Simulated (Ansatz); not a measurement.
**A computed series for TiRu: thickness series**

The parent structure is TiRu in the CsCl type structure (space group Pm-3m, No. 221).

```yaml
crystal:
  lattice:
    - [3.04592, 0.00000, 0.00000]
    - [0.00000, 3.04592, 0.00000]
    - [0.00000, 0.00000, 3.04592]
  atoms:
    - { symbol: Ti, position: [0.00000, 0.00000, 0.00000] }
    - { symbol: Ru, position: [0.50000, 0.50000, 0.50000] }
```

Cartesian axes are those of the cell as printed.

Free-standing slabs (2 atom(s) a layer) normal to [110] with 15 Å of vacuum; in-plane cell held at bulk.

The values are results of PBEsol, PAW, 420 eV (Ansatz, an electronic-structure program; scalar-relativistic without spin-orbit coupling), not measurements.

Notes on the quantities. layer's space group: with vacuum; excess energy per area of both faces: slab less bulk energy over the cell's area: twice a surface energy; uncertain by up to 0.2 J/m².

```csv
change,layer's space group,excess energy per area of both faces,thickness between the outermost nuclei,shortest interatomic distance
base,–,–,–,2.638 Å
1 layer,Pmmm (No. 47),–,–,2.638 Å
2 layers,Pmma (No. 51),5.33 J/m²,2.09 Å,2.497 Å
3 layers,Pmmm (No. 47),5.8 J/m²,4.29 Å,2.546 Å
4 layers,Pmma (No. 51),5.7 J/m²,6.46 Å,2.510 Å
5 layers,Pmmm (No. 47),5.7 J/m²,8.62 Å,2.507 Å
6 layers,Pmma (No. 51),5.7 J/m²,10.78 Å,2.504 Å
7 layers,Pmmm (No. 47),5.7 J/m²,12.94 Å,2.503 Å
```

The excess energy carries the mismatch between the slab's and the bulk's meshes. Whether these cells are dynamically stable was not tested. All final runs are without spin polarisation.
